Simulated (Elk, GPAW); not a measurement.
A GPAW input for a self-consistent single point of SrO (Fm-3m, 2 atoms in the cell) (DFT LDA (Perdew-Wang 92), plane waves, GPAW PAW datasets LDA (gpaw-data 1.0.1)):

```python
from ase import Atoms
from ase.units import GPa
from gpaw import GPAW

atoms = Atoms(['Sr', 'O'],
              cell=[[0.000000, 2.580000, 2.580000],
                    [2.580000, 0.000000, 2.580000],
                    [2.580000, 2.580000, 0.000000]],
              scaled_positions=[[0.000000, 0.000000, 0.000000],
                                [0.500000, 0.500000, 0.500000]],
              pbc=True)

calc = GPAW(mode={'name': 'pw', 'ecut': 950},
            xc='LDA',
            kpts={'size': (8, 8, 8), 'gamma': True},
            occupations={'name': 'fermi-dirac', 'width': 0.05},
            nbands=-8,
            convergence={'bands': -6},
            symmetry={'symmorphic': False, 'tolerance': 0.0005},
            maxiter=100)

atoms.calc = calc

energy = atoms.get_potential_energy()
print('Energy (eV):', round(energy, 6))
forces = atoms.get_forces()
print('Forces (eV/Ang):')
print(forces.round(5))
stress = atoms.get_stress()
print('Stress (GPa, Voigt):', (stress / GPa).round(4))
```

**Question.** Give the Elk input for the same structure, mesh, smearing and functional.

**Answer.** This is the input that was run; spellings and numerical settings could be chosen otherwise.

```
tasks
  0

xctype
  3

rgkmax
  8.0

gmaxvr
  14.0

nxoapwlo
  1

stype
  3

swidth
  0.00183747

avec
    0.0000000000    4.8754934015    4.8754934015
    4.8754934015    0.0000000000    4.8754934015
    4.8754934015    4.8754934015    0.0000000000

atoms
  2   : nspecies
  'Sr.in'   : spfname
  1   : natoms; atposl, bfcmt below
  0.0000000000  0.0000000000  0.0000000000    0.0 0.0 0.0
  'O.in'   : spfname
  1   : natoms; atposl, bfcmt below
  0.5000000000  0.5000000000  0.5000000000    0.0 0.0 0.0

ngridk
  8 8 8
```

Basis, cutoffs, solver keys and any potentials are the target program's own. This input uses DFT, LDA (PW92), all-electron FP-LAPW, Elk's shipped species files, LAPW+lo basis. LDA parametrisations can differ slightly between programs. Both were run: gap on the mesh 3.210 eV in GPAW and 3.143 in Elk.

On Elk: the starting cell has typed, rounded lattice constants, without a prior relaxation at this level. Values depend on the basis (sphere radii, cutoffs, local orbitals), which need not be converged.

On GPAW: the starting cell has typed, rounded lattice constants, without a prior relaxation at this level.
